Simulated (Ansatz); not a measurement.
Crystal: CdSe (P6_3mc, wurtzite, 4 atoms a cell, 29.0 Å³ an atom); both levels run on this one cell.

Complex bands along the normal of (001) by Ansatz (plane waves, PAW, no spin-orbit coupling). r2SCAN gives a gap of 1.09 eV and a slowest mid-gap decay of 0.082 1/Å.

Task: What does PBE give on the same cell, and what does that do to the current through 2 nm?

Result: Gap 0.60 eV, κ = 0.049 1/Å. The mid-gap transmission through 2 nm changes by exp(2 × 20 × (0.082 − 0.049)) = a factor of 3.7 against r2SCAN.

Ansatz is an electronic-structure program.
